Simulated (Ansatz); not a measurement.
# A computed series for Ge: response to strain

Take Ge in the diamond structure (space group Fd-3m, No. 227; a = 5.6762 Å) as the base. Axes: x, y, z lie along the cube axes.

Strains are applied to the cell and any free atomic positions relax; under biaxial strain the out-of-plane vector relaxes too.

Level of theory: PBEsol (Ansatz, a quantum-chemistry and plane-wave program, PAW, without spin-orbit coupling).

Notes on the quantities. pressure: mean of the normal stresses, compression positive; energy relative to the base: free energy F.

```tsv
variant	pressure	energy relative to the base	shortest interatomic distance
base	0.0 GPa	0 meV/atom	4.645 bohr
biaxial strain −2.50 %, plane normal [111], relaxed out of plane	3.0 GPa	+15 meV/atom	4.568 bohr
biaxial strain −2.08 %, plane normal [111], relaxed out of plane	2.5 GPa	+11 meV/atom	4.581 bohr
biaxial strain −1.25 %, plane normal [111], relaxed out of plane	1.4 GPa	+3.7 meV/atom	4.606 bohr
biaxial strain −0.83 %, plane normal [111], relaxed out of plane	0.9 GPa	+1.6 meV/atom	4.619 bohr
biaxial strain −0.42 %, plane normal [111], relaxed out of plane	0.5 GPa	+0.4 meV/atom	4.631 bohr
biaxial strain +0.83 %, plane normal [111], relaxed out of plane	-0.8 GPa	+1.5 meV/atom	4.649 bohr
biaxial strain +1.25 %, plane normal [111], relaxed out of plane	-1.3 GPa	+3.5 meV/atom	4.651 bohr
biaxial strain +1.67 %, plane normal [111], relaxed out of plane	-1.6 GPa	+6.1 meV/atom	4.653 bohr
biaxial strain +2.50 %, plane normal [111], relaxed out of plane	-2.4 GPa	+13 meV/atom	4.657 bohr
```

No phonon test of stability was made.
